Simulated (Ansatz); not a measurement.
Start from InAs in the zinc blende structure (space group F-43m, No. 216; a = 6.186 Å).

Method: plane-wave PAW DFT at the PBE level (Ansatz, a quantum-chemistry and plane-wave program, 420 eV), no spin-orbit coupling.

For the base:

- Pressure = 0.0 GPa

Perturbation: the cell is scaled by 0.9850 in all directions, atoms relaxed at fixed cell.

Q: Predict the new energy relative to the base.

A: The energy rises by 9.7 meV/atom.

Q: What happens to the pressure?

A: The pressure goes from zero to 2.5 GPa.

The mesh was chosen for an insulator and is coarse for the gapless case. The cells carry an imposed strain or load. Stability against distortions was not tested. The final runs are not spin-polarised.
